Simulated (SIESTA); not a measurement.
Band structure of FeO (Fm-3m, 4 atoms in the cell).

```
FeO
1.0
    4.34386     2.17193     2.17193
    2.17193     4.34386     2.17193
    2.17193     2.17193     4.34386
Fe O
2 2
Direct
  0.00000   0.00000   0.00000
  0.50000   0.50000   0.50000
  0.25000   0.25000   0.25000
  0.75000   0.75000   0.75000
```
Moments meant for the start (each program seeds them in its own way; μB, in the order of the atoms Fe Fe O O): 4.0 -4.0 0.0 0.0.

Method of the run: GGA PBE, numerical atomic orbitals DZP, PseudoDojo PBE standard norm-conserving potentials (rewritten from UPF to PSML) run with SIESTA.

Settings: XC.functional = GGA; XC.authors = PBE; potentials = PseudoDojo PBE standard; PAO.BasisSize = DZP; PAO.EnergyShift = 0.01 Ry; MeshCutoff = 400 Ry; kgrid.MonkhorstPack = 7 7 7; OccupationFunction = FD; ElectronicTemperature = 0.02 eV; Spin = polarized; DM.InitSpin = [1 +4.00, 2 -4.00, 3 +0.00, 4 +0.00]; MaxSCFIterations = 150; SCF.Mixer.Method = Pulay; SCF.Mixer.Weight = 0.1.

The starting cell has typed, rounded lattice constants, without a prior relaxation at this level. Its lattice was rescaled by a random factor within 2.5 % of one. The magnetic order is the one reached from the typed start; others were not searched systematically. Values carry the incompleteness of an atom-centred basis.

Levels in eV from the Fermi level, bands 19 to 24 of the first spin channel:
```json
[
 {"point": "Γ", "19": "-3.46", "20": "-2.37", "21": "-2.37", "22": "-0.15", "23": "-0.15", "24": "0.15"},
 {"point": "L", "19": "-2.72", "20": "-1.84", "21": "-1.62", "22": "-0.64", "23": "0.55", "24": "0.77"},
 {"point": "B1", "19": "-2.87", "20": "-1.96", "21": "-1.76", "22": "0.19", "23": "0.30", "24": "0.51"},
 {"point": "B", "19": "-2.87", "20": "-1.96", "21": "-1.76", "22": "0.19", "23": "0.30", "24": "0.51"},
 {"point": "Z", "19": "-3.27", "20": "-1.49", "21": "-1.49", "22": "-0.20", "23": "-0.20", "24": "0.00"},
 {"point": "X", "19": "-2.85", "20": "-1.98", "21": "-1.79", "22": "0.21", "23": "0.32", "24": "0.47"},
 {"point": "Q", "19": "-2.85", "20": "-1.98", "21": "-1.79", "22": "0.21", "23": "0.32", "24": "0.47"},
 {"point": "F", "19": "-2.89", "20": "-2.00", "21": "-1.81", "22": "-0.36", "23": "0.55", "24": "0.76"},
 {"point": "P1", "19": "-2.84", "20": "-1.95", "21": "-1.85", "22": "-0.40", "23": "0.54", "24": "0.75"},
 {"point": "P", "19": "-2.84", "20": "-1.95", "21": "-1.85", "22": "-0.40", "23": "0.54", "24": "0.75"}
]
```

Bands cross the Fermi level along this path, so the cell is metallic at this level.

Higher empty bands are left out: an atom-centred basis made for the valence describes them poorly.

The net moment of the cell came out as 0.00 μB.
